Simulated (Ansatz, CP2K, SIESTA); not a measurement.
**ScAu4 (P1, 5 atoms in the cell) computed with different codes at matched settings**

Self-consistent single point, at a second geometry (atoms moved at random). First geometry:

```
ScAu4
1.0
   -3.30473     3.30473     2.03300
    3.30473    -3.30473     2.03300
    3.30473     3.30473    -2.03300
Sc Au
1 4
Direct
  0.00000   0.00000   0.00000
  0.79718   0.60235   0.39953
  0.20282   0.39765   0.60047
  0.60235   0.20282   0.80517
  0.39765   0.79718   0.19483
```

Second geometry:
```yaml
crystal:
  lattice:
    - [-3.30473, 3.30473, 2.03300]
    - [3.30473, -3.30473, 2.03300]
    - [3.30473, 3.30473, -2.03300]
  atoms:
    - { symbol: Sc, position: [0.97781, 0.98987, 0.99987] }
    - { symbol: Au, position: [0.80272, 0.61138, 0.40819] }
    - { symbol: Au, position: [0.21239, 0.40562, 0.60821] }
    - { symbol: Au, position: [0.60366, 0.20519, 0.80122] }
    - { symbol: Au, position: [0.40342, 0.78794, 0.18250] }
```

Shared settings, as Ansatz (a quantum-chemistry and plane-wave program) writes them: kpoints.mp_grid.grid = 6 6 6; scf.occupations.method = fermi_dirac; scf.occupations.width = 0.0073 Ry. Potentials and cutoffs stand in the table.

```
code                                                                                                                            model  ΔF from the first geometry (meV/atom)  pressure (GPa)  largest force (eV/Å)       cutoff
------  -----------------------------------------------------------------------------------------------------------------------------  -------------------------------------  --------------  --------------------  -----------
SIESTA  GGA PBEsol, numerical atomic orbitals TZP, PseudoDojo PBEsol standard norm-conserving potentials (rewritten from UPF to PSML)                                   20.5           -6.80                 0.915  grid 350 Ry
Ansatz                                                                                                PBEsol, PAW files made with PBE                                   17.9           -3.56                 0.839      default
CP2K                                                       PBEsol, GPW, TZVP-MOLOPT-SR-GTH basis, GTH-PBE potentials (GTH_POTENTIALS)                                   19.7            0.69                 0.892  grid 600 Ry
```

Size of the force on each atom (eV/Å): Sizes of forces hide their directions.

| code | Sc1 | Au2 | Au3 | Au4 | Au5 |
|---|---|---|---|---|---|
| SIESTA | 0.884 | 0.505 | 0.560 | 0.157 | 0.915 |
| Ansatz | 0.839 | 0.382 | 0.476 | 0.169 | 0.787 |
| CP2K | 0.892 | 0.475 | 0.534 | 0.206 | 0.889 |

On Ansatz's run: spin-orbit coupling is off.

The spread over the programs that give each value: ΔF from the first geometry within 2.6 meV/atom; pressure within 7.49 GPa; largest force within 0.076 eV/Å.

SIESTA and CP2K use small atom-centred bases, whose incompleteness enters pressures, forces and empty levels differently from a plane-wave cutoff. Ansatz's pressure is given at a fixed set of plane waves, as the other plane-wave codes print theirs; with its correction for the finite basis it is -3.52 GPa.

The starting cell comes from a database of computed structures (which also holds hypothetical and non-ambient phases and stackings), without a prior relaxation at this level. For this run, on top of that: atoms moved at random.

Keys are those of Ansatz 0.2.
